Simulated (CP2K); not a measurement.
Worked example: self-consistent single point of SrAsPt (P1, 6 atoms in the cell) in CP2K.

Level of theory: LDA (Pade form), GPW, DZVP-MOLOPT-SR-GTH basis, GTH-PADE potentials (GTH_POTENTIALS) (CP2K).

The change in words: atoms moved at random. Reference geometry:
```
SrAsPt
1.0
    4.28518     0.00000     0.00000
   -2.14259     3.71108     0.00000
    0.00000     0.00000     9.12241
Sr As Pt
2 2 2
Cartesian
  0.00000   0.00000   4.56121
  0.00000   0.00000   0.00000
  0.00000   2.47405   6.84181
  2.14259   1.23702   2.28060
  0.00000   2.47405   2.28060
  2.14259   1.23702   6.84181
```

Reference input (self-consistent single point, DFT LDA (Pade form), GPW, DZVP-MOLOPT-SR-GTH basis, GTH-PADE potentials (GTH_POTENTIALS)): CUTOFF = 500 Ry; REL_CUTOFF = 40 Ry; SMEAR/METHOD = FERMI_DIRAC; ELECTRONIC_TEMPERATURE = 1160.45 K; KPOINTS/SCHEME = MONKHORST-PACK 7 7 3; XC_FUNCTIONAL = PADE; Sr/BASIS_SET = DZVP-MOLOPT-SR-GTH; Sr/POTENTIAL = GTH-PADE-q10; As/BASIS_SET = DZVP-MOLOPT-SR-GTH; As/POTENTIAL = GTH-PADE-q5; Pt/BASIS_SET = DZVP-MOLOPT-SR-GTH; Pt/POTENTIAL = GTH-PADE-q18. This run's input differs from it in these lines:

```diff
@@ -68,8 +68,8 @@
       SCALED
-      Sr       0.00000000     0.00000000     0.50000000
-      Sr       0.00000000     0.00000000     0.00000000
-      As       0.33333300     0.66666700     0.75000000
-      As       0.66666700     0.33333300     0.25000000
-      Pt       0.33333300     0.66666700     0.25000000
-      Pt       0.66666700     0.33333300     0.75000000
+      Sr      -0.00201900     0.00202700     0.49601300
+      Sr      -0.00274300     0.00042900    -0.00312200
+      As       0.33877600     0.66889000     0.74825100
+      As       0.67339800     0.34098800     0.24678700
+      Pt       0.32429100     0.66593000     0.25767800
+      Pt       0.66829600     0.32173700     0.75439400
     &END COORD
```

Output, abridged:

```
 SCF WAVEFUNCTION OPTIMIZATION

  Step     Update method      Time    Convergence         Total energy    Change
     1 NoMix/Diag. 0.20E+00      -     1.74180940      -316.7376391964 -3.17E+02
     2 Broy./Diag. 0.20E+00      -     0.06878089      -318.6592184963 -1.92E+00
     3 Broy./Diag. 0.20E+00      -     0.02491559      -316.4986460729  2.16E+00
     4 Broy./Diag. 0.20E+00      -     0.02124213      -315.8348902992  6.64E-01
     5 Broy./Diag. 0.20E+00      -     0.01073251      -315.7758765595  5.90E-02
     6 Broy./Diag. 0.20E+00      -     0.00542782      -315.8675263513 -9.16E-02
   [... 5 lines left out ...]
    12 Broy./Diag. 0.20E+00      -     0.00001419      -315.8966327135  2.73E-04
    13 Broy./Diag. 0.20E+00      -     0.00000472      -315.8965329230  9.98E-05
    14 Broy./Diag. 0.20E+00      -     0.00000420      -315.8965288829  4.04E-06
    15 Broy./Diag. 0.20E+00      -     0.00000039      -315.8965281297  7.53E-07
  *** SCF run converged in    15 steps ***

  Overlap energy of the core charge distribution:               0.00000001322776
  Self energy of the core charge distribution:               -510.25884592042212
  Core Hamiltonian energy:                                    113.48548306183800
  Hartree energy:                                             115.95968389604423
  Exchange-correlation energy:                                -35.07815495374862
  Electronic entropic energy:                                  -0.00469421932256
  Fermi energy:                                                 0.28117643126995

  Total energy:                                              -315.89652812974475
  Total energy (extrapolated to T->0):                       -315.89418102008347

   [... lines left out ...]

 STRESS| Analytical stress tensor [bar]
 STRESS|                        x                   y                   z
 STRESS|      x       -1.19259612001E+05   4.14585354853E+03   5.20620507720E+02
 STRESS|      y        4.14585354853E+03  -1.16535044746E+05   3.30765473978E+02
 STRESS|      z        5.20620507720E+02   3.30765473978E+02  -6.38844490689E+04
 STRESS| 1/3 Trace                                            -9.98930352719E+04
```

The run converged in 15 iterations. Against the reference run the free energy rises by 8.2 meV/atom, the pressure goes from -10.20 to -9.99 GPa and the largest force goes from 0.000 to 0.579 eV/Å.

The starting cell comes from a database of computed structures (which also holds hypothetical and non-ambient phases and stackings), without a prior relaxation at this level. Its lattice was rescaled by a random factor within 2.5 % of one. For this run, on top of that: atoms moved at random. Spin polarisation is off. Values carry the incompleteness of an atom-centred basis. With a pressure of about -10 GPa the cell is away from its equilibrium volume at this level.
